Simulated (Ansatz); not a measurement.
# Hypothetical rock salt YSi: pressure 9 GPa

The reference is YSi in the rock salt structure (space group Fm-3m, No. 225; a = 5.815 Å; a hypothetical phase, not in the database extracts checked).

Perturbation: a hydrostatic pressure of 9 GPa.

Computed with Ansatz (a program for electronic structure) PBE, spin-orbit coupling left out, earlier PAW set. Settings: 14×14×14 k-points, 0.05 eV Fermi–Dirac smearing.

```tsv
quantity	base	changed	shift
volume per atom	24.58 Å³	22.01 Å³	-2.576 Å³
lattice parameter a	581.5 pm	560.5 pm	-21.06 pm
shortest interatomic distance	290.8 pm	280.2 pm	-10.53 pm
enthalpy H = E + PV relative to the base's energy	–	+1.30 eV/atom	–
band gap	zero	zero	–
```

Cost of the whole job for the changed cell (relaxation, final SCF and bands): about 8 core-seconds (a rough figure).

Load acts through the strain it causes; cell and atoms are relaxed under it. Stability against distortions was not tested. No other phases were tried under pressure. All final runs are without spin polarisation. An odd electron count without spin: YSi. YSi has a high density of states at the Fermi level and may be magnetic at this level.
